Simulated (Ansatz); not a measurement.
An Ansatz (an electronic-structure program) input (Ansatz, r2SCAN, PAW, cutoff 500 eV, no spin-orbit coupling):

Ansatz 0.2 input:
```yaml
crystal:
  lattice:
    - [0, 2.793589759, 2.793589759]
    - [2.793589759, 0, 2.793589759]
    - [2.793589759, 2.793589759, 0]
  atoms:
    - { symbol: P, position: [0.25, 0.25, 0.25] }
    - { symbol: Ag, position: [0, 0, 0] }
basis: { ecutwfc: 500, ecutrho_ratio: 4, xc_grid: 4, fft_grid_basis: typed }
kpoints: { mp_grid: { grid: [14, 14, 14] } }
hamiltonian:
  xc: r2scan
  dispersion: none
  pseudopotentials: { kind: paw }
scf: { occupations: { method: fermi_dirac, width: 0.05 }, convergence: { dr2_threshold: 0.0000000002 } }
output: { forces: true, stress: true }
checkpoint: { write: state.ck, write_every: 1000 }
```

**Question.** Which symmetry and how many k-points will the program report, and about how many plane waves at Γ?

**Answer.** Space group F-43m (ITA 216) with 24 operations, k-points 104 of 2744, and 1067 plane waves at Γ.

Stability against distortions was not tested. The final runs are not spin-polarised. The cell was made from BP by this change: B → Ag; the result is a hypothetical phase, not in the database extracts checked.
